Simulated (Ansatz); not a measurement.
Results of rVV10 in Ansatz (PAW) for MgCO3 (R-3c, No. 167).

Run with plane-wave cutoff 520 eV, 10×10×10 k mesh, Fermi–Dirac smearing 0.01 eV, scalar-relativistic PAW data made under PBE.

Shape and atoms are relaxed at each volume.

Pressure at four volumes; x = ln(V/9.505 Å³). One pressure is withheld.

```tsv
V (Å³/atom)	x	P (GPa)
9.125	-0.0408	?
9.315	-0.0202	2.29
9.505	0.0000	0.00
9.885	0.0392	-3.87
```

**Question.** Pass a parabola P(x) through the three rows shown, estimate the bulk modulus and its pressure derivative near zero pressure, and predict the withheld pressure.

**Answer.** Slopes between the rows: (0.00 − (2.29))/(0.0000 − (-0.0202)) = -113.37 and (-3.87 − (0.00))/(0.0392 − (0.0000)) = -98.72 GPa. Their difference over the span 0.0594 is c = 14.65/0.0594 = 246.6 GPa, so P(x) = 2.29 + (-113.37)(x − (-0.0202)) + 246.6 (x − (-0.0202))(x − (0.0000)). At the middle row B = −dP/dx = −[-113.37 + 246.6 × 0.0202] = 108.4 GPa, and B′ = dB/dP = 2c/B = 4.5. At x = -0.0408 the parabola gives 4.83 GPa; the run gives 4.85 GPa. The Birch–Murnaghan fit to the energies at all volumes has B0 = 108 GPa and B′ = 4.7.

Note: the bulk modulus comes from volumes at which shape and atoms were relaxed.

Ansatz is a quantum-chemistry and plane-wave program.
